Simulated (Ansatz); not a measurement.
Functionals compared on N on the (0001) surface of wurtzite GaN (2x2 Ga adatom at T4; a constructed slab, bottom: 3 H on 4 bottom sites), one in a cell of 36 Å², started at the site 'over Ga at depth 1.7 Å #2', in Ansatz (plane waves, PAW). The structure was relaxed with PBE; the other rows are single points on it, each with its references at the same level. Cutoff 420 eV (500 eV for r2SCAN). The points keep PBE's geometry, so the relaxation of a polaron and the settling of charge on one site are left out.

Host crystal: wurtzite GaN, with a band gap (PBE, scalar-relativistic without spin-orbit coupling).

Set-up: 45 atoms, 13.9 Å thick at the start with caps and adatoms under the adsorbate (thin: gaps and levels are the slab's own); mesh 4x4x1; 0.01 eV smearing; dipole correction on; 23 atoms held, the rest relaxed; no symmetry held; spin-polarised, ending with about 1.0 μB a cell, a value that depends on the mesh; orders that need a larger cell were not tried, no spin-orbit, no U, no dispersion correction. The slab shows no gap over 0.04 eV on its mesh. At the end it is bonded to 2 Ga. In PBE it is, or lies within 0.03 eV of, the lowest of the starts that converged. These notes are the PBE run's. RPBE: The program's check for a lower electronic state was not made. r2SCAN: The program's check for a lower electronic state was not made. Adsorption energies are against ½ N2(g). A negative adsorption energy means that the adsorbate is more stable on the surface than in its reference.

```
functional  adsorption energy (eV)
----------  ----------------------
PBE                           1.06
RPBE                          1.17
r2SCAN                        0.86
```

Ansatz is a program for electronic structure.
